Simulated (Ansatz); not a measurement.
The reference is LaN in the zinc blende structure (space group F-43m, No. 216; a = 5.5465 Å; a hypothetical phase, not in the database extracts checked).

Modification: the cell is scaled by 1.0473 in all directions; the atoms relax in the strained cell.

Levels (all Ansatz, an electronic-structure program, PAW): PBEsol (420 eV, no spin-orbit coupling); PBEsol+SOC (420 eV, with spin-orbit coupling).

The geometry is relaxed with PBEsol.

| Quantity | Result |
|---|---|
| PBEsol width of the top valence band | 1.60 eV |
| PBEsol smallest direct gap | 2.03 eV |
| PBEsol lowest conduction level above the VBM at special points | Γ 0.99 eV; K 1.95 eV; U 1.95 eV; X 2.03 eV |

### Question
What does PBEsol+SOC give at this geometry for the width of the top valence band, smallest direct gap and lowest conduction level above the VBM at special points?

### Answer
The width of the top valence band grows by 0.07 eV, from 1.60 eV to 1.67 eV; the smallest direct gap drops by 0.07 eV (2.03 eV → 1.96 eV); the lowest conduction level above the VBM at special points becomes Γ 0.92 eV; K 1.83 eV; U 1.83 eV; X 1.96 eV (PBEsol: Γ 0.99 eV; K 1.95 eV; U 1.95 eV; X 2.03 eV).

Single points use the geometry relaxed with PBEsol. The spin-orbit shifts are approximate. Whether these cells are dynamically stable was not tested.
